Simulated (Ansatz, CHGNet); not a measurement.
**C axis length of NiAs-type NiSb: levels of theory against measurement**

Reference value: 5.148 Å (measured, temperature not stated, no zero-point or thermal correction; as tabulated in Wikipedia's data pages).

What do CHGNet-r²SCAN, LDA, BLYP, PBE, RPBE, PBEsol-D3(BJ), r²SCAN, r²SCAN-D4, B3LYP (VWN-RPA form), r²SCAN0, r²SCANh, Hartree–Fock give, and how far is each from the reference?


```
level (code)                   value (Å)  difference (%)
-----------------------------  ---------  --------------
CHGNet-r²SCAN                      5.153           +0.10
LDA (Ansatz)                       5.027           -2.35
BLYP (Ansatz)                      5.321           +3.36
PBE (Ansatz)                       5.158           +0.19
RPBE (Ansatz)                      5.206           +1.13
PBEsol-D3(BJ) (Ansatz)             5.018           -2.53
r²SCAN (Ansatz)                    5.120           -0.54
r²SCAN-D4 (Ansatz)                 5.105           -0.84
B3LYP (VWN-RPA form) (Ansatz)      5.266           +2.29
r²SCAN0 (Ansatz)                   5.105           -0.84
r²SCANh (Ansatz)                   5.113           -0.68
Hartree–Fock (Ansatz)              5.330           +3.54
```

The reference's temperature isn't stated, so close values are not ranked against it. Off by more than 1.75 %, or 2.45 % on the side where a correction would as a rule narrow the miss (bounds picked here): Hartree–Fock (+3.54 %), BLYP (+3.36 %), PBEsol-D3(BJ) (-2.53 %), B3LYP (VWN-RPA form) (+2.29 %).

The reference isn't brought to a static lattice, while the calculations are for one, so the differences are not the levels' errors alone. The crystal itself was run without spin with LDA, BLYP, PBE, RPBE, PBEsol-D3(BJ), r²SCAN, r²SCAN-D4, B3LYP (VWN-RPA form), r²SCAN0, r²SCANh, Hartree–Fock; a magnetic state was not tried in these runs. B3LYP (VWN-RPA form), r²SCAN0, r²SCANh, Hartree–Fock: the run has no spin polarisation, so it can have missed a magnetic state. Cutoffs and k meshes differ between the levels. Ansatz's density-functional and Hartree–Fock values are scalar-relativistic unless marked +SOC, with PAW data made under PBE.

Machine-learned potentials (CHGNet-r²SCAN) are trained on DFT data: a solid inside that data is no test of them.

Differences are worked out from the printed values.

Ansatz is an electronic-structure program.
